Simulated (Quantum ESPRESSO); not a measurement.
# Relaxation of cell and atoms of Ba (Im-3m, 1 atom in the cell) at several settings

```yaml
crystal:
  lattice:
    - [-2.45152, 2.45152, 2.45152]
    - [2.45152, -2.45152, 2.45152]
    - [2.45152, 2.45152, -2.45152]
  atoms:
    - { symbol: Ba, position: [0.00000, 0.00000, 0.00000] }
```

Base: LDA (PZ), GBRV 1.5 ultrasoft (LDA) pseudopotentials in Quantum ESPRESSO. Its settings: ecutwfc = 40 Ry; ecutrho = 200 Ry; occupations = smearing; smearing = fd; degauss = 0.0099958 Ry; potentials = {Ba: ba_lda_v1.uspp.F.UPF}; K_POINTS = automatic 13 13 13 0 0 0; conv_thr = 1e-08 Ry; mixing_beta = 0.7. Starting volume 58.93 Å³ per atom.

Each line gives the change from the base single point and the result:

- calculation: scf → vc-relax; tprnfor: true → default; tstress: true → default: pressure -0.02 GPa; final cell a = 4.1214 Å, b = 4.1214 Å, c = 4.1214 Å, α = 109.47°, β = 109.47°, γ = 109.47°; final volume per atom 53.89 Å³; relaxation steps 7; free energy against the base single point -12.2 meV/atom.
- calculation: scf → vc-relax; tprnfor: true → default; tstress: true → default; ecutwfc: 40 Ry → 45 Ry; ecutrho: 200 Ry → 360 Ry; pseudopotentials: {Ba: ba_lda_v1.uspp.F.UPF} → {Ba: Ba.pbe-spn-kjpaw_psl.1.0.0.UPF} [DFT, PBE, plane waves, SSSP 1.1.2 efficiency (PBE) pseudopotentials]: pressure 0.01 GPa; final cell a = b = c = 4.3591 Å, α = β = γ = 109.47°; final volume per atom 63.76 Å³; relaxation steps 7.
- calculation: scf → vc-relax; tprnfor: true → default; tstress: true → default; ecutwfc: 40 Ry → 56 Ry; ecutrho: 200 Ry → 280 Ry: pressure 0.00 GPa; final cell a = b = c = 4.124 Å, α = β = γ = 109.47°; final volume per atom 53.98 Å³; relaxation steps 7; free energy against the base single point -15.8 meV/atom.

The starting cell has typed, rounded lattice constants, without a prior relaxation at this level. Its lattice was rescaled by a random factor within 2.5 % of one.
